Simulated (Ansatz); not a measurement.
A self-consistent single point of LuNi4Sn (R3m, 6 atoms in the cell) with Ansatz (a first-principles code).

Level of theory: LDA (PW92), default PAW files made with PBE (plane waves; Ansatz).

The change in words: lattice scaled by 0.98; basis.ecutwfc: 30.9 Ry → 10.7 Ry. Reference geometry:
```xyz
6
Lattice="0.0000 3.5129 3.5129 3.5129 0.0000 3.5129 3.5129 3.5129 0.0000" Properties=species:S:1:pos:R:3 pbc="T T T"
Lu     0.0289     0.0289     0.0289
Ni     4.3897     4.3897     4.3897
Ni     4.3897     2.6362     2.6362
Ni     2.6362     2.6362     4.3897
Ni     2.6362     4.3897     2.6362
Sn     1.7565     1.7565     1.7565
```

Reference input (self-consistent single point, DFT, LDA (PW92), plane waves, default PAW files made with PBE): basis.ecutwfc = 30.9 Ry; kpoints.mp_grid.grid = 5 5 5; hamiltonian.xc = lda; hamiltonian.pseudopotentials = {kind: paw} (the program's default PAW files); scf.occupations.method = gaussian; scf.occupations.width = 0.0073 Ry. This run's input differs from it in these lines:

Ansatz 0.2 input:
```diff
@@ -3,5 +3,5 @@
   lattice:
-    - [0.000000, 3.512947, 3.512947]
-    - [3.512947, 0.000000, 3.512947]
-    - [3.512947, 3.512947, 0.000000]
+    - [0.000000, 3.442688, 3.442688]
+    - [3.442688, 0.000000, 3.442688]
+    - [3.442688, 3.442688, 0.000000]
   atoms:
@@ -14,3 +14,3 @@
 basis:
-  ecutwfc: 30.9 Ry
+  ecutwfc: 10.7 Ry
 kpoints:
```

Log, with long lists cut:

```
SCF iter   1: F=—  HF=-43138.345677 eV  |F-HF|=—  |Δ(HF+E_count)|=         —  Δρ=1.08e0  dr2=5.70e2  ethr=1.77e-3  ⟨swp⟩=5.1  Hψ=4171  notcnv=0  defer=9
all-band conjugate gradients solve this SCF's bands
preconditioner: auto → Kerker (q_TF=auto, 2.872 Å⁻¹)
SCF iter   2: F=—  HF=-43004.844019 eV  |F-HF|=—  |Δ(HF+E_count)|=    1.34e2  Δρ=6.09e-1  dr2=2.18e2  ethr=1.77e-3  ⟨swp⟩=3.6  Hψ=3452  notcnv=0  defer=56
   [... lines left out ...]
SCF iter   8: F=—  HF=-42952.941060 eV  |F-HF|=—  |Δ(HF+E_count)|=   2.39e-4  Δρ=2.91e-4  dr2=1.50e-4  ethr=7.60e-7  ⟨swp⟩=2.0  Hψ=1436  notcnv=0  defer=75
SCF iter   9: F=—  HF=-42952.941008 eV  |F-HF|=—  |Δ(HF+E_count)|=   5.19e-5  Δρ=5.79e-5  dr2=5.13e-6  ethr=1.35e-7  ⟨swp⟩=2.0  Hψ=1580  notcnv=0  defer=75
SCF iter  10: F=—  HF=-42952.940968 eV  |F-HF|=—  |Δ(HF+E_count)|=   4.06e-5  Δρ=1.65e-5  dr2=4.97e-7  ethr=4.63e-9  ⟨swp⟩=2.0  Hψ=2015  notcnv=0  defer=75
SCF iter  11: F=-42952.940967 eV  HF=-42952.940967 eV  |F-HF|=2.04e-8  |Δ(HF+E_count)|=   1.47e-7  Δρ=4.57e-6  dr2=2.71e-8  ethr=9.01e-11  ⟨swp⟩=9.8  Hψ=4225  notcnv=0
SCF 1 converged in 11 iterations: F = -42952.940967 eV  dr2 = 2.71e-8
Free energy (F): -42952.940967 eV
Internal energy: -42952.910141 eV  (E = F + TS)
E sigma→0 (E₀):  -42952.925554 eV
Entropy (-TS):   -0.030826 eV (-5.138 meV/atom)
Fermi energy:    18.666822 eV
--- Forces (eV/Å), atoms counted from 1 ---
  atom   1  Lu    -3.35748119    -3.35748119    -3.35748119
  atom   2  Ni     0.51319065     0.51319065     0.51319065
  atom   3  Ni     1.16708058     0.54732327     0.54732327
  atom   4  Ni     0.54732327     0.54732327     1.16708058
  atom   5  Ni     0.54732327     1.16708058     0.54732327
  atom   6  Sn     0.58246038     0.58246038     0.58246038
--- Stress (GPa, compression-positive) ---
      -25.979868       0.638694       0.638694
        0.638694     -25.979868       0.638694
        0.638694       0.638694     -25.979868
  P = ⅓ Tr σ = -25.9799 GPa (-259.799 kbar)
  The stress holds the Pulay correction. Without it, at fixed plane waves, as pw.x and ABINIT print it: P = -3621.8258 GPa
```

The run converged in 11 iterations. Against the reference run the free energy rises by 85.9 eV/atom, the pressure goes from -12.79 to -25.98 GPa and the largest force goes from 0.291 to 5.815 eV/Å.

The starting cell comes from a database of computed structures (which also holds hypothetical and non-ambient phases and stackings), without a prior relaxation at this level. Its lattice was rescaled by up to half a per cent. One atom was moved a little off its site on purpose. For this run, on top of that: lattice scaled by 0.98. Spin polarisation is off. Forces in this geometry exceed 1 eV/Å. Ansatz's pressure includes its estimate of the finite-basis (Pulay) stress. Without the estimate this run gives -3621.83 GPa. The cutoff lies below the one recommended for these files.
